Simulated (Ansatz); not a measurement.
**CaO, response to strain**

Base system: CaO in the rock salt structure (space group Fm-3m, No. 225; a = 4.767 Å). Axes: x, y, z lie along the cube axes.

Strains are applied to the cell and any free atomic positions relax; under biaxial strain the out-of-plane vector relaxes too.

Method: PBEsol/PAW in Ansatz (a program for electronic structure), no spin-orbit coupling.

Candidates:
(a) biaxial strain +0.50 %, plane normal [001], relaxed out of plane
(b) biaxial strain −1.00 %, plane normal [001], relaxed out of plane
(c) biaxial strain −2.00 %, plane normal [001], relaxed out of plane

### Question
Order them by out-of-plane strain, highest first.

### Answer
(c) biaxial strain −2.00 %, plane normal [001], relaxed out of plane (+1.08 %), (b) biaxial strain −1.00 %, plane normal [001], relaxed out of plane (+0.53 %), (a) biaxial strain +0.50 %, plane normal [001], relaxed out of plane (-0.26 %)

Stability against distortions was not tested.
